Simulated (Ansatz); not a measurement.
Structures of equal composition on the (0001) surface of 4H silicon carbide (Si plane on top): (√3x√3)R30° Si adatom at H3; (√3x√3)R30° Si adatom at T4. The slabs share one bottom face, and each structure is named by its start. These are constructed structures in small cells; real faces may alloy, dewet or reconstruct in larger ones, and not all known structures of the face are among them. Slabs of about 10 Å with all that they carry, Fermi-Dirac smearing of 0.025 eV. Bottom of the slabs: H caps. Relaxed from the named starts with such symmetry as they have, on meshes of like density; energies extrapolated to zero smearing; no spin-orbit coupling, no U. Spin-polarised runs, if any, are marked in brackets, and their order is one that fits the cell; the others ran without spin. Where a second, spin-polarised start was run, the lower counts.

Host crystal: 4H silicon carbide, with a band gap (PBE, scalar-relativistic without spin-orbit coupling).

Computed with r2SCAN, at the PBE geometry (plane waves to 500 eV, PAW; Ansatz, a quantum-chemistry and plane-wave program).

Question: Order them by energy per 1x1 cell (lowest first) at the level r2SCAN, at the PBE geometry.

Answer: (√3x√3)R30° Si adatom at T4 (0.000 eV [spin, 1.0 μB a cell], gap 0.89 eV on the mesh), (√3x√3)R30° Si adatom at H3 (0.183 eV [spin, 1.0 μB a cell], gap 1.03 eV on the mesh)
